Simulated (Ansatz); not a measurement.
Candidates (primitive cells; geometry: cell and atoms relaxed with PBEsol):
A. InP (F-43m), a = 4.1566 Å, b = 4.1566 Å, c = 4.1566 Å, α = 60.00°, β = 60.00°, γ = 60.00°
B. GaAs (F-43m), a = b = c = 4.0013 Å, α = β = γ = 60.00°
C. SiC (F-43m), a = b = c = 3.0807 Å, α = β = γ = 60.00°
D. BeSe (F-43m), a = 3.6265 Å, b = 3.6265 Å, c = 3.6265 Å, α = 60.00°, β = 60.00°, γ = 60.00°
E. BN (F-43m), a = b = c = 2.5496 Å, α = β = γ = 60.00°

Problem. Order them by band gap (lowest first) at the level PBEsol, rigid bands (Ansatz, a first-principles code).

Solution. B (0.42 eV), A (0.57 eV), C (1.24 eV), D (2.47 eV), E (4.30 eV)

Spin-orbit coupling is left out.
